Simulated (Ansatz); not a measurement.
The starting structures come from a database of crystals and need not be the phases stable at ambient conditions.

 Where the default PAW files enter, the runs use the earlier of Ansatz's two default sets.

The decay constant κ of evanescent states in the gap governs leakage through a thin film.

Input:

```xyz
12
Lattice="5.2854 0.0000 0.0000 0.0000 6.2852 0.0000 2.6427 -0.4551 4.5659" Properties=species:S:1:pos:R:3 pbc="T T T"
Na     0.0000     0.0000     0.0000
Na     0.0000     3.1426     0.0000
Na     5.2854     1.1403     2.9789
Na     2.6427     4.6898     1.5870
C      5.2854     4.4435     3.0166
C      2.6427     1.3866     1.5493
O      4.1576     4.2857     3.6425
O      3.7705     1.5444     0.9234
O      1.5149     1.5444     0.9234
O      6.4132     4.2857     3.6425
O      5.2854     4.7796     1.7577
O      2.6427     1.0505     2.8082
```

Space group of this cell: C2/m. The cell is taken as given; by r2SCAN its mean pressure is -4.3 GPa.

Transport runs along the normal of the first two printed cell vectors.

The gap is the functional's own. No spin-orbit coupling. Mid-gap values are interpolated on the energy grid.

Give the band gap and the smallest decay constant κ at mid-gap that r2SCAN in Ansatz (a program for electronic structure) yields.

Gap 3.99 eV on a 8×6×8 mesh; κ = 0.460 1/Å, at the zone centre.
